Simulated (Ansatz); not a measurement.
**hypothetical CsCl type NaI with two functionals, uniaxial stress, 2 GPa compression along z**

Start from NaI in the CsCl type structure (space group Pm-3m, No. 221; a = 4.062 Å; a hypothetical phase, not in the database extracts checked). Axes: x, y, z lie along the cube axes.

(Cell as relaxed with PBE.)

Levels (all Ansatz, a first-principles code, PAW): PBE (420 eV, without spin-orbit coupling); r2SCAN (500 eV, no spin-orbit coupling).

Each level relaxes its own structure.

| base | PBE | r2SCAN |
|---|---|---|
| volume per atom | 33.51 Å³ | 32.96 Å³ |
| lattice parameter a | 4.062 Å | 4.040 Å |
| band gap | 2.28 eV | 3.06 eV |

It is then changed as follows: uniaxial stress, 2 GPa compression along z; all other stress components relax to zero.

```
quantity                                           PBE                   r2SCAN
-----------------------------  -----------------------  -----------------------
smallest direct gap                            2.46 eV                  3.02 eV
shortest interatomic distance                  3.478 Å                  3.461 Å
strain response (xx, yy, zz)   (+0.12, +0.12, −3.65) %  (+0.03, +0.03, −3.29) %
```

PBE's smallest direct gap lies 0.56 eV below r2SCAN's; PBE's shortest interatomic distance lies 0.017 Å above r2SCAN's (0.5 %). Neither level is exact; r2SCAN is the comparison here, not a measurement.

Spin-orbit coupling, missing from the scalar runs, can matter with I. Beyond what the load breaks, stability against distortions was not tested.
